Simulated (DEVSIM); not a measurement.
System: Cr/La2O3/SiO2/p-Si capacitor, at 300 K.

```
layer (left to right)  material  thickness (nm)  Na (cm⁻³)
---------------------  --------  --------------  ---------
1                         La2O3            3.10          -
2                          SiO2            1.10          -
3                            Si            1100     2.8e17
```

Metal gate on the left, work function 4.5 eV. Fixed charge at the semiconductor interface 0 cm⁻² (in units of +e); no interface traps.

Constants are typed, rounded textbook-type inputs, not results; the design itself was drawn at random and stands for no fabricated device. Values at 300 K.

```
parameter      La2O3  SiO2       Si
-------------  -----  ----  -------
gap (eV)         5.8     9    1.124
affinity (eV)    1.8   0.9     4.05
permittivity      27   3.9     11.7
Nc (cm⁻³)          -     -  2.86e19
Nv (cm⁻³)          -     -   3.1e19
```

Simulated with DEVSIM: 1D Poisson equation in equilibrium, Boltzmann statistics, complete ionisation; no quantum confinement or tunnelling. Metal contacts follow the ideal Schottky-Mott rule: no Fermi-level pinning, no interface dipoles.

The fixed charge was swept, all else fixed.

| fixed charge (cm^-2) | flat-band voltage (V) | threshold voltage (band bending 2φF) (V) |
|---|---|---|
| -5.4e12 | -0.16 | 0.85 |
| -2.7e12 | -0.36 | 0.65 |
| 0 | -0.55 | 0.46 |
| 2.7e12 | -0.75 | 0.26 |
| 5.4e12 | -0.94 | ___ |

Task: Complete the blanks.

Result: 
- 5.4e12, threshold voltage (band bending 2φF) (V): 0.07
